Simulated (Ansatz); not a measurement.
This Ansatz (a first-principles code) input is the reference run, SnO (space group P4/nmm, No. 129; layered, stacked along the Cartesian z axis), computed with DFT with PBE-D3(BJ), PAW potentials and a 420 eV plane-wave cutoff in Ansatz, no SOC:

Ansatz 0.2 input:
```yaml
crystal:
  lattice:
    - [3.8370913408, 0, 0]
    - [0, 3.8370913408, 0]
    - [0, 0, 4.7588120759]
  atoms:
    - { symbol: Sn, position: [0.5, 0, 0.7565682441] }
    - { symbol: Sn, position: [0, 0.5, 0.2434317559] }
    - { symbol: O, position: [0.5, 0.5, 0] }
    - { symbol: O, position: [0, 0, 0] }
basis: { ecutwfc: 420, ecutrho_ratio: 4, xc_grid: 2, fft_grid_basis: typed }
kpoints: { mp_grid: { grid: [12, 12, 10] } }
hamiltonian:
  xc: pbe
  dispersion: d3bj
  pseudopotentials: { kind: paw }
scf: { occupations: { method: fermi_dirac, width: 0.05 }, convergence: { dr2_threshold: 0.0000000004 } }
output: { forces: true, stress: true }
checkpoint: { write: state.ck, write_every: 1000 }
```

Problem. Write the input for this change: compressive biaxial strain of 0.60 % in the plane normal to [001], as in epitaxy on a mismatched substrate; the out-of-plane cell vector and the atoms relax.

Solution. 
Ansatz 0.2 input:
```yaml
crystal:
  lattice:
    - [3.8140687928, 0, 0]
    - [0, 3.8140687928, 0]
    - [0, 0, 4.7730885121]
  atoms:
    - { symbol: Sn, position: [0.5, 0, 0.7565682441] }
    - { symbol: Sn, position: [0, 0.5, 0.2434317559] }
    - { symbol: O, position: [0.5, 0.5, 0] }
    - { symbol: O, position: [0, 0, 0] }
basis: { ecutwfc: 420, ecutrho_ratio: 4, xc_grid: 2, fft_grid_basis: typed }
kpoints: { mp_grid: { grid: [12, 12, 10] } }
hamiltonian:
  xc: pbe
  dispersion: d3bj
  pseudopotentials: { kind: paw }
scf: { occupations: { method: fermi_dirac, width: 0.05 } }
relax: { f_tol: 0.005, max_steps: 50, cell: { stress_tol: 0.01, fix: [a, b, gamma] } }
output: { forces: true, stress: true }
checkpoint: { write: state.ck, write_every: 1000 }
```
This is the input that was run; other choices of cell and start would serve too.

No phonon test of stability was made. The final runs are not spin-polarised.
